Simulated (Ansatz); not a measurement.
**Pressure series in HfO2**

Take HfO₂ in the fluorite structure (space group Fm-3m, No. 225; a = 5.001 Å) as the base.

Cell and atoms are relaxed at each pressure.

Calculations: LDA in Ansatz (plane waves to 420 eV, PAW, without spin-orbit coupling).

| pressure (GPa) | volume per atom (Å³/atom) |
|---|---|
| -2 | 10.498 |
| 0 | 10.423 |
| 0.9 | 10.390 |
| 2.1 | 10.347 |
| 4.5 | 10.263 |
| 9 | ? |
| 15 | 9.934 |
| 22.5 | 9.729 |
| 30 | 9.542 |

**Question.** Fit the third-order Birch–Murnaghan form P(V) = (3B₀/2)[(V₀/V)^(7/3) − (V₀/V)^(5/3)]·[1 + (3/4)(B₀′ − 4)((V₀/V)^(2/3) − 1)] (squares taken in P) to the rows shown and predict the withheld row.

**Answer.** Least squares on the printed values gives V₀ = 10.423 Å³/atom, B₀ = 283 GPa, B₀′ = 4.2; this predicts 10.116 Å³/atom, and the run gives 10.116 Å³/atom, in agreement.

Load acts through the strain it causes; cell and atoms are relaxed under it. No phonon test of stability was made. No other phases were tried under pressure. This is not the structure that HfO2 has at room temperature and ambient pressure.

Ansatz is an electronic-structure program.
